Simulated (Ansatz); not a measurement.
## How a calculation on B (Fm-3m, 1 atom in the cell) responds to its settings

```
B
1.0
    0.00000     1.43419     1.43419
    1.43419     0.00000     1.43419
    1.43419     1.43419     0.00000
B
1
Cartesian
  0.00000   0.00000   0.00000
```

Base run A: LDA (PW92), default PAW files made with PBE run with Ansatz (a program for electronic structure), self-consistent single point.

Its settings: kpoints.mp_grid.grid = 16 16 16; hamiltonian.xc = lda; hamiltonian.pseudopotentials = {kind: paw} (the program's default PAW files); scf.occupations.method = gaussian; scf.occupations.width = 0.1 eV.

The starting cell was generated: these elements placed on a structure prototype, without a prior relaxation; it need not be a known phase or ordering of this composition. In the base run, with a pressure of about -10 GPa the cell is away from its equilibrium volume at this level. Ansatz's pressure includes its estimate of the finite-basis (Pulay) stress.

ΔF is the free energy per atom less that of run A. 

Runs:
- B: scf.algorithm: default → direct_min
- C: scf.eigensolver.kind: default (the program chose band_cg) → davidson
- D: basis.precision: default → f64
- E: scf.self_checks: default → high

| run | ΔF (meV/atom) | pressure (GPa) | iterations |
|---|---|---|---|
| A | 0.00 | -9.96 | 6 |
| B | 0.00 | -9.96 | 3 |
| C | 0.00 | -9.96 | 6 |
| D | 0.00 | -9.96 | 6 |
| E | 0.00 | -9.96 | 6 |

Runs B, C, D, E gave the same state as A (within 1 meV/atom). The fewest iterations to that state were 3 (B); the most were 6.

Keys are those of Ansatz 0.2.
